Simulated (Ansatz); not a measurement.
# BeS: response to strain

The reference is BeS in the zinc blende structure (space group F-43m, No. 216).

```
CELL_PARAMETERS angstrom
      0.00000     2.39818     2.39818
      2.39818     0.00000     2.39818
      2.39818     2.39818     0.00000
ATOMIC_POSITIONS crystal
  Be 0.00000 0.00000 0.00000
  S  0.25000 0.25000 0.25000
```

Cartesian axes are those of the cell as printed.

Strains are applied to the cell and any free atomic positions relax; under biaxial strain the out-of-plane vector relaxes too.

All numbers come from Kohn–Sham DFT with the LDA functional, run in Ansatz (a first-principles code) with PAW and 420 eV plane waves, no spin-orbit coupling.

```json
[
 {"biaxial strain, plane normal [111], relaxed out of plane (%)": "0", "out-of-plane strain (%)": "0.00"},
 {"biaxial strain, plane normal [111], relaxed out of plane (%)": "0.42", "out-of-plane strain (%)": "-0.18"},
 {"biaxial strain, plane normal [111], relaxed out of plane (%)": "0.83", "out-of-plane strain (%)": "-0.33"},
 {"biaxial strain, plane normal [111], relaxed out of plane (%)": "1.25", "out-of-plane strain (%)": "-0.50"},
 {"biaxial strain, plane normal [111], relaxed out of plane (%)": "1.67", "out-of-plane strain (%)": "?"},
 {"biaxial strain, plane normal [111], relaxed out of plane (%)": "2.08", "out-of-plane strain (%)": "-0.82"},
 {"biaxial strain, plane normal [111], relaxed out of plane (%)": "2.5", "out-of-plane strain (%)": "-0.98"}
]
```

Task: Fit ε⊥ = −νε + γε² (strains in %) to the rows shown and predict the withheld row.

Result: Least squares on the printed values gives ν = 0.41 (the biaxial Poisson response) and γ = 0.007 (largest residual 0.01 %); this predicts -0.66 %, and the run gives -0.66 %, in agreement.

Whether these cells are dynamically stable was not tested.
